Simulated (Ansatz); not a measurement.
## Al2Pt with two functionals, isotropic strain +5.63 %

Take Al2Pt (space group Fm-3m, No. 225; a = 5.947 Å; relaxed with 0.1 eV smearing) as the base.

(Cell as relaxed with PBE.)

Levels (all Ansatz, a program for electronic structure, PAW): PBE (420 eV, no spin-orbit coupling); PBEsol (420 eV, no spin-orbit coupling).

Each level relaxes its own structure.

```json
[
 {"base": "volume per atom", "PBE": "17.52 Å³", "PBEsol": "17.09 Å³"},
 {"base": "lattice parameter a", "PBE": "594.7 pm", "PBEsol": "589.7 pm"},
 {"base": "band gap", "PBE": "zero", "PBEsol": "zero"}
]
```

One thing is altered: every lattice vector is stretched by 5.63 %; the atoms relax in the strained cell.

```json
[
 {"quantity": "pressure", "PBE": "-14.6 GPa", "PBEsol": "-15.7 GPa"},
 {"quantity": "energy relative to the base (free energy F)", "PBE": "+166 meV/atom", "PBEsol": "+175 meV/atom"},
 {"quantity": "band gap", "PBE": "zero", "PBEsol": "zero"}
]
```

PBE's pressure lies 1.18 GPa above PBEsol's; PBE's energy relative to the base lies 8.4 meV/atom below PBEsol's; the two agree on the band gap. Neither level is exact; PBEsol is the comparison here, not a measurement.

Stability against distortions was not tested. The final runs are not spin-polarised.
